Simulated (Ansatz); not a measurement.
Abridged Ansatz (an electronic-structure program) output:

```
Relaxation: its limit of steps is 50 (relax.max_steps)
Pseudopotential: Te, paw, valence charge 16
Pseudopotential: Mo, paw, valence charge 14
Crystal: 6 atoms, lattice volume = 139.860 Å³
Basis set: ecut = 420 eV, 2745 PW (Γ), exchange–correlation on 48×48×192 points (8 copies of the dense FFT grid, shifted against one another)
Bands: 56, of which v1, the nominal top of the filled ones, is band 46 counted from 1 (45 counted from 0)
Symmetry: 24 space group operations
k-points: 32 of 363
Functional: x = pbe(κ = 0.804, μ = 0.2195149727645171), c = pbe(β = 0.06672455060314922)
SCF iter   1: F=—  HF=-37836.563081 eV  |F-HF|=—  |Δ(HF+E_count)|=         —  Δρ=4.38e-3  dr2=9.02e-3  ethr=1.77e-3  ⟨swp⟩=7.6  Hψ=7035  notcnv=0  defer=3
SCF iter   2: F=—  HF=-37836.570596 eV  |F-HF|=—  |Δ(HF+E_count)|=   7.52e-3  Δρ=2.57e-3  dr2=3.13e-3  ethr=9.81e-6  ⟨swp⟩=2.0  Hψ=2696  notcnv=0  defer=20
SCF 1 converged in 9 iterations: F = -37836.574519 eV  dr2 = 2.36e-10
relax step   1: F+E_penalty+E_count = -37836.57451898 eV  Δ(F+E_penalty+E_count) = +0.000e0 eV  max|allowed force component| = 5.127e-1 eV/Å  Δτ_max = 0.0000 Å  (9 SCF iters, accepted)
Crystal: 6 atoms, lattice volume = 139.860 Å³
SCF iter   1: F=—  HF=-37836.334336 eV  |F-HF|=—  |Δ(HF+E_count)|=         —  Δρ=1.06e-2  dr2=3.36e-1  ethr=3.83e-4  ⟨swp⟩=1.4  Hψ=6802  notcnv=0  defer=49
SCF iter   2: F=—  HF=-37836.306080 eV  |F-HF|=—  |Δ(HF+E_count)|=   2.83e-2  Δρ=5.76e-3  dr2=9.92e-2  ethr=3.65e-4  ⟨swp⟩=1.9  Hψ=1854  notcnv=0  defer=52
SCF 2 converged in 8 iterations: F = -37836.295333 eV  dr2 = 2.50e-10
relax step   2: F+E_penalty+E_count = -37836.29533256 eV  Δ(F+E_penalty+E_count) = +2.792e-1 eV  max|allowed force component| = 1.435e0 eV/Å  Δτ_max = 0.1371 Å  (8 SCF iters, rejected (line search))
Crystal: 6 atoms, lattice volume = 139.860 Å³
SCF iter   1: F=—  HF=-37836.628371 eV  |F-HF|=—  |Δ(HF+E_count)|=         —  Δρ=7.63e-3  dr2=1.63e-1  ethr=2.00e-3  ⟨swp⟩=4.7  Hψ=4149  notcnv=0  defer=32
SCF iter   2: F=—  HF=-37836.613323 eV  |F-HF|=—  |Δ(HF+E_count)|=   1.50e-2  Δρ=4.15e-3  dr2=5.04e-2  ethr=1.77e-4  ⟨swp⟩=1.7  Hψ=2182  notcnv=0  defer=61
SCF 3 converged in 8 iterations: F = -37836.606994 eV  dr2 = 1.04e-10
relax step   3: F+E_penalty+E_count = -37836.60699443 eV  Δ(F+E_penalty+E_count) = -3.248e-2 eV  max|allowed force component| = 4.746e-2 eV/Å  Δτ_max = 0.0355 Å  (8 SCF iters, accepted)
Crystal: 6 atoms, lattice volume = 139.860 Å³
[...]
Internal energy: -37836.607089 eV  (E = F + TS)
E sigma→0 (E₀):  -37836.607189 eV
Entropy (-TS):   -0.000201 eV (-0.033 meV/atom)
Fermi energy:    14.078403 eV
  E_disp       = -3.448314  (pairwise vdW)
--- Forces (eV/Å), atoms counted from 1 ---
  atom   1  Te     0.00000000     0.00000000     0.00244691
  atom   2  Te    -0.00000000    -0.00000000     0.00244691
  atom   3  Te    -0.00000000    -0.00000000    -0.00244691
  atom   4  Te     0.00000000     0.00000000    -0.00244691
  atom   5  Mo     0.00000000     0.00000000     0.00000000
  atom   6  Mo    -0.00000000    -0.00000000     0.00000000
--- Stress (GPa, compression-positive) ---
        2.353967       0.000000       0.000000
        0.000000       2.353967       0.000000
        0.000000       0.000000       1.442080
  P = ⅓ Tr σ = 2.0500 GPa (20.500 kbar)
--- Relaxed structure (4 steps of the walk, 3 accepted, 0 SCFs on fresh bases) ---
  atoms:
    - { symbol: Te, position: [0.6666666666666666, 0.3333333333333333, 0.38505622363838815] }
    - { symbol: Te, position: [0.33333333333333326, 0.6666666666666666, 0.8850562236383882] }
    - { symbol: Te, position: [0.33333333333333326, 0.6666666666666666, 0.6149437763616118] }
    - { symbol: Te, position: [0.6666666666666666, 0.3333333333333333, 0.1149437763616118] }
    - { symbol: Mo, position: [0.6666666666666666, 0.3333333333333333, 0.75] }
    - { symbol: Mo, position: [0.33333333333333326, 0.6666666666666666, 0.25] }
```

Question: What was computed, and what are the main results?

Answer: MoTe2, 6 atoms in the cell, with PBE-D3(BJ) in Ansatz (plane waves to 420 eV, PAW, scalar-relativistic without spin-orbit coupling). The last SCF converged to F = -37836.607289 eV, or -6306.1012 eV per atom, at a pressure of 2.05 GPa. The total energy compares only with runs of the same code, potentials and settings.

With Te present, leaving out spin-orbit coupling can change the band edges. The cells carry an imposed strain or load. No phonon test of stability was made. The cell was made from MoTe$_{2}$ (space group P6_3/mmc, No. 194; layered, stacked along the Cartesian z axis) by this change: isotropic strain −1.20 %.

Keys are those of Ansatz 0.2.
